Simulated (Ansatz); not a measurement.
System: O vacancy in beta Ga2O3 strained by +1.5 % along x and y, z held (charge state +2). Method: PBE, PAW (plane waves to 420 eV; Ansatz, a program for electronic structure).

Cell of 120 host sites held at the strained lattice (strain from the relaxed PBE one, atoms relaxed); the Γ point alone; Fermi-Dirac width 0.01 eV, spin-restricted; finite-size errors left in. No zero-point or tunnelling terms. The charge state is imposed; whether it is stable for some Fermi level was not computed. Forms of the defect that were not tried may lie lower.

Barriers: single points on a 2×2×2 k-point mesh shifted by half a step at the bands' geometries (they differ from the bands' own by up to 0.10 eV, and are uncertain by about as much).

Relaxed starting cell (atoms counted from 1):

```
CELL_PARAMETERS angstrom
     12.64179     0.00000     0.00000
      0.00000     9.38902     0.00000
     -2.82449     0.00000    11.42039
ATOMIC_POSITIONS crystal
  Ga 0.02871 0.99990 0.44194
  Ga 0.08758 0.99997 0.89939
  Ga 0.08961 0.33197 0.39421
  Ga 0.08527 0.33470 0.88914
  Ga 0.08961 0.66777 0.39423
  Ga 0.08528 0.66523 0.88916
  Ga 0.41178 0.16567 0.10293
  Ga 0.41012 0.16614 0.60298
  Ga 0.41094 0.50010 0.10218
  Ga 0.41183 0.49970 0.60326
  Ga 0.41175 0.83458 0.10292
  Ga 0.41018 0.83327 0.60306
  Ga 0.15807 0.18247 0.14307
  Ga 0.15937 0.16903 0.66170
  Ga 0.15959 0.49997 0.15469
  Ga 0.15803 0.49983 0.65149
  Ga 0.15808 0.81749 0.14315
  Ga 0.15937 0.83067 0.66169
  Ga 0.36248 0.99964 0.34659
  Ga 0.34147 0.00002 0.84412
  Ga 0.34224 0.33284 0.34368
  Ga 0.34194 0.33394 0.84272
  Ga 0.34223 0.66643 0.34383
  Ga 0.34193 0.66611 0.84274
  O  0.15587 0.99999 0.06346
  O  0.15243 0.99983 0.55982
  O  0.16330 0.33994 0.04641
  O  0.15992 0.33091 0.55229
  O  0.16328 0.66006 0.04645
  O  0.15992 0.66876 0.55231
  O  0.33978 0.16128 0.44186
  O  0.33870 0.16712 0.94569
  O  0.33858 0.49961 0.44428
  O  0.34024 0.50003 0.94400
  O  0.33991 0.83797 0.44195
  O  0.33867 0.83296 0.94569
  O  0.17492 0.99995 0.78906
  O  0.17546 0.32978 0.27927
  O  0.17433 0.33326 0.78070
  O  0.17549 0.66997 0.27929
  O  0.17434 0.66658 0.78072
  O  0.32044 0.15782 0.21601
  O  0.32425 0.16519 0.71580
  O  0.32477 0.50001 0.21573
  O  0.32417 0.49982 0.71451
  O  0.32039 0.84240 0.21606
  O  0.32425 0.83448 0.71582
  O  0.49587 0.00009 0.13169
  O  0.49446 0.99973 0.62689
  O  0.49408 0.33267 0.13059
  O  0.49471 0.33189 0.62633
  O  0.49404 0.66755 0.13059
  O  0.49473 0.66751 0.62638
  O  0.00129 0.17015 0.36221
  O  0.00393 0.16636 0.87273
  O  0.00614 0.49987 0.36804
  O  0.00158 0.49996 0.86725
  O  0.00130 0.82960 0.36223
  O  0.00394 0.83356 0.87274
  Ga 0.59394 0.17033 0.39894
  Ga 0.58633 0.16668 0.89611
  Ga 0.58737 0.49972 0.39500
  Ga 0.58600 0.50005 0.89378
  Ga 0.59393 0.82907 0.39895
  Ga 0.58633 0.83339 0.89612
  Ga 0.91664 0.99998 0.10640
  Ga 0.91057 0.99985 0.61754
  Ga 0.91313 0.33440 0.10294
  Ga 0.91012 0.33424 0.60273
  Ga 0.91315 0.66552 0.10299
  Ga 0.91013 0.66547 0.60276
  Ga 0.65835 0.00005 0.15548
  Ga 0.65541 0.99976 0.65952
  Ga 0.65580 0.33536 0.15414
  Ga 0.65781 0.33344 0.65680
  Ga 0.65579 0.66478 0.15418
  Ga 0.65782 0.66604 0.65682
  Ga 0.83973 0.17551 0.33502
  Ga 0.84005 0.16722 0.84649
  Ga 0.84274 0.49988 0.34277
  Ga 0.84019 0.49995 0.84120
  Ga 0.83974 0.82425 0.33507
  Ga 0.84006 0.83270 0.84653
  O  0.65740 0.16733 0.05494
  O  0.66357 0.16546 0.55668
  O  0.65649 0.50008 0.05239
  O  0.65858 0.49972 0.55345
  O  0.65740 0.83279 0.05495
  O  0.66355 0.83398 0.55670
  O  0.86939 0.99984 0.44886
  O  0.84210 0.99998 0.94910
  O  0.83894 0.33434 0.44396
  O  0.83988 0.33416 0.94585
  O  0.83894 0.66540 0.44399
  O  0.83992 0.66578 0.94589
  O  0.67794 0.16532 0.28507
  O  0.67375 0.16627 0.78468
  O  0.67373 0.49987 0.28172
  O  0.67349 0.49993 0.78235
  O  0.67794 0.83435 0.28507
  O  0.67376 0.83361 0.78471
  O  0.82632 0.99994 0.21551
  O  0.82289 0.99986 0.72203
  O  0.82462 0.33551 0.21336
  O  0.82471 0.33313 0.71649
  O  0.82462 0.66437 0.21338
  O  0.82472 0.66658 0.71651
  O  0.00034 0.16858 0.12957
  O  0.99487 0.16673 0.62922
  O  0.99874 0.49996 0.12738
  O  0.99573 0.49985 0.62685
  O  0.00036 0.83138 0.12961
  O  0.99488 0.83297 0.62928
  O  0.51475 0.99971 0.37208
  O  0.50258 0.00003 0.87080
  O  0.50381 0.33147 0.37029
  O  0.50262 0.33309 0.86917
  O  0.50380 0.66794 0.37028
  O  0.50261 0.66698 0.86919
```
Cell charge +2.

End state 1 differs by these moves (Å; atoms that move under 0.08 Å are left out):

```tsv
atom	element	Δx	Δy	Δz
1	Ga	0.87	0.01	-0.53
7	Ga	0.87	0.01	-0.53
13	Ga	-0.30	-0.15	0.10
14	Ga	0.00	-0.02	-0.08
17	Ga	-0.05	0.15	0.13
19	Ga	-0.30	-0.15	0.10
20	Ga	0.00	-0.02	-0.08
21	Ga	-0.05	0.15	0.13
25	O	0.06	0.05	-0.08
26	O	0.12	-0.01	-0.08
27	O	-0.08	-0.11	0.12
29	O	-0.06	0.06	0.09
31	O	0.06	0.05	-0.08
32	O	0.12	-0.01	-0.08
33	O	-0.06	0.06	0.09
35	O	-0.08	-0.11	0.12
42	O	-1.98	-1.40	0.76
50	O	0.03	0.04	0.06
58	O	0.03	0.04	0.06
60	Ga	-0.13	-0.04	-0.08
61	Ga	0.07	0.00	-0.17
64	Ga	-0.09	0.03	-0.04
66	Ga	-0.13	-0.04	-0.08
67	Ga	0.07	0.00	-0.17
68	Ga	-0.09	0.03	-0.04
72	Ga	-0.01	-0.09	0.09
73	Ga	0.06	-0.01	-0.09
74	Ga	0.02	0.06	0.11
78	Ga	-0.01	-0.09	0.09
79	Ga	0.06	-0.01	-0.09
82	Ga	0.02	0.06	0.11
84	O	-0.34	-0.01	-0.06
85	O	-0.07	0.01	-0.08
90	O	-0.34	-0.01	-0.06
91	O	-0.07	0.01	-0.08
97	O	0.05	0.00	-0.09
103	O	0.05	0.00	-0.09
108	O	-0.20	-0.02	-0.04
114	O	-0.20	-0.02	-0.04
```

Q: Estimate the forward and backward barriers to end state 1 that PBE, PAW returns for this input.

A: forward 1.20 eV, backward 1.20 eV; at the saddle point atom 42 has neighbours 2 Ga at 1.78 Å. The saddle point's order was not checked, and it lies on a symmetry element of the cell, where a band can be held.

End state 2 differs by these moves (Å; atoms that move under 0.08 Å are left out):

```tsv
atom	element	Δx	Δy	Δz
1	Ga	0.87	0.01	-0.56
7	Ga	0.08	0.01	-0.03
13	Ga	0.23	-0.15	0.19
17	Ga	-0.05	0.16	0.16
19	Ga	-0.22	-0.02	-0.01
25	O	-0.04	0.05	-0.09
26	O	0.08	0.01	-0.09
27	O	-0.19	-0.11	0.10
29	O	-0.16	0.06	0.10
42	O	0.17	0.08	0.00
46	O	0.05	-0.09	-0.02
52	O	0.08	-0.01	-0.05
54	O	0.04	-0.03	-0.13
58	O	0.00	0.04	0.08
60	Ga	-0.09	-0.04	-0.02
64	Ga	-0.07	0.03	-0.04
66	Ga	-0.50	-0.36	-0.17
67	Ga	0.07	0.00	-0.16
68	Ga	-0.47	0.35	-0.13
72	Ga	-0.07	0.01	0.05
74	Ga	-0.04	-0.03	0.07
78	Ga	0.00	-0.08	0.12
79	Ga	0.02	-0.01	-0.15
82	Ga	0.00	0.07	0.13
83	Ga	0.04	-0.02	-0.13
86	O	0.18	-0.04	0.02
88	O	0.18	0.04	-0.01
90	O	-0.33	0.01	-0.05
91	O	-0.04	0.01	-0.12
93	O	-0.02	-0.02	-0.08
103	O	0.04	0.00	-0.09
104	O	-0.05	-0.05	0.05
108	O	1.79	-1.55	1.73
110	O	-0.12	-0.04	0.00
112	O	-0.13	0.05	-0.02
114	O	-0.12	-0.01	-0.03
```

Q: What is the computed forward and backward barriers to end state 2 (PBE, PAW)?

A: forward 1.79 eV, backward 0.80 eV; at the saddle point atom 108 has neighbours Ga at 1.92, Ga at 1.95, Ga at 2.37, Ga at 2.38 Å. The saddle point's order was not checked.
